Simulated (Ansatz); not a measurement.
Consider a 14-atom supercell of ZnCu in the CsCl type structure (space group Pm-3m, No. 221; a = 2.9083 Å) at its relaxed geometry.

Level of theory: PBEsol (Ansatz, a quantum-chemistry and plane-wave program, PAW, no SOC).

Before the change:

The pressure is 0.0 GPa.

Now apply this change: one Zn atom is added in an open site, starting 1.55 Å from the nearest host atom, atoms relaxed at fixed cell, starting from a slightly rattled geometry.

### Question
Estimate the effect on the pressure, largest displacement of a host atom from its site in the perfect cell and final site of the added atom.

### Answer
The pressure goes from zero to 20.3 GPa; the largest displacement of a host atom from its site in the perfect cell amounts to 1.11 Å; the final site of the added atom comes out as 7 Cu at 2.16–3.23 Å and 6 Zn at 2.27–2.87 Å.

The cell is small, so the values are those of an ordered compound at a high defect concentration; dilute-limit values will differ. The final runs are not spin-polarised. The defect cell is not spin-polarised.
